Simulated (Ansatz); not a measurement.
Ansatz (a program for electronic structure) run on Ni₃Pb₂S₂ (R-3m, 7 atoms in the cell): relaxation of the atoms.

Level of theory: LDA (PW92), default PAW files made with PBE (plane waves; Ansatz).

```
Ni3(PbS)2
1.0
    2.76423     1.59593     4.44963
   -2.76423     1.59593     4.44963
    0.00000    -3.19185     4.44963
Ni Pb S
3 2 2
Direct
  0.00000   0.00000   0.50000
  0.50000   0.00000   0.00000
  0.00000   0.50000   0.00000
  0.50000   0.50000   0.50000
  0.00000   0.00000   0.00000
  0.72795   0.72795   0.72795
  0.27205   0.27205   0.27205
```

Reference input (self-consistent single point, DFT, LDA (PW92), plane waves, default PAW files made with PBE): basis.ecutwfc = 420 eV; kpoints.mp_grid.grid = 7 7 7; hamiltonian.xc = lda; hamiltonian.pseudopotentials = {kind: paw} (the program's default PAW files); scf.occupations.method = methfessel_paxton; scf.occupations.width = 0.136 eV. This run's input differs from it in these lines:

```diff
@@ -27,2 +27,3 @@
     width: 0.136 eV
+relax: {}
 output:
```

Output, abridged:

```
   [... SCF lines of the steps left out ...]
relax step   1: F+E_penalty+E_count = -42266.59566663 eV  Δ(F+E_penalty+E_count) = +0.000e0 eV  max|allowed force component| = 3.818e-1 eV/Å  Δτ_max = 0.0000 Å  (7 SCF iters, dr2 threshold 2.50e-6 eV, accepted)
relax step   2: F+E_penalty+E_count = -42266.60288686 eV  Δ(F+E_penalty+E_count) = -7.220e-3 eV  max|allowed force component| = 1.625e-1 eV/Å  Δτ_max = 0.0133 Å  (4 SCF iters, dr2 threshold 9.11e-6 eV, accepted)
relax step   3: F+E_penalty+E_count = -42266.60451688 eV  Δ(F+E_penalty+E_count) = -1.630e-3 eV  max|allowed force component| = 3.778e-3 eV/Å  Δτ_max = 0.0098 Å  (4 SCF iters, dr2 threshold 1.65e-6 eV, accepted)
relax step   4: F+E_penalty+E_count = -42266.60451762 eV  Δ(F+E_penalty+E_count) = -7.414e-7 eV  max|allowed force component| = 3.722e-3 eV/Å  Δτ_max = 0.0000 Å  (3 SCF iters, accepted)
the relaxation is at rest under the 12 symmetry operations that the run kept from its start: a minimum is not shown …
Stability not checked (fill_not_monotonic)
Free energy (F): -42266.604518 eV
Internal energy: -42266.602463 eV  (E = F + TS)
E sigma→0 (E₀):  -42266.604004 eV
Entropy (-TS):   -0.002055 eV (-0.294 meV/atom)
Fermi energy:    12.950101 eV
--- Forces (eV/Å), atoms counted from 1 ---
  atom   1  Ni    -0.00000000     0.00000000     0.00000000
   [... lines left out ...]
    - { symbol: Ni, position: [0.0, 0.5, 2.7755575615628914e-17] }
    - { symbol: Pb, position: [0.5, 0.5, 0.5] }
    - { symbol: Pb, position: [1.939841139959201e-35, -4.0334218338642346e-36, -9.37354917984354e-37] }
    - { symbol: S, position: [0.726213108773434, 0.726213108773434, 0.726213108773434] }
    - { symbol: S, position: [0.2737868912265661, 0.2737868912265661, 0.273786891226566] }
```

The run converged. 

Summary of the result:
```
Quantity                                                 Result
-----------------------------------------------  --------------
Free energy E − TS (on the zero of these files)  -42266.6045 eV
Fermi level (on the code's own zero)                   12.95 eV
Pressure                                              -0.87 GPa
Largest force (vector length)                        0.004 eV/Å
Relaxation steps                                              4
```

The starting cell comes from a database of computed structures (which also holds hypothetical and non-ambient phases and stackings), without a prior relaxation at this level. Its lattice was rescaled by a random factor within 2.5 % of one. Spin polarisation is off, so a magnetic state, if there is one, cannot be reached. The relaxation keeps the symmetry of its start, so its end need not be a minimum. Ansatz's pressure includes its estimate of the finite-basis (Pulay) stress.

Cost on one core of a shared machine: roughly 70 s.

Keys are those of Ansatz 0.2.
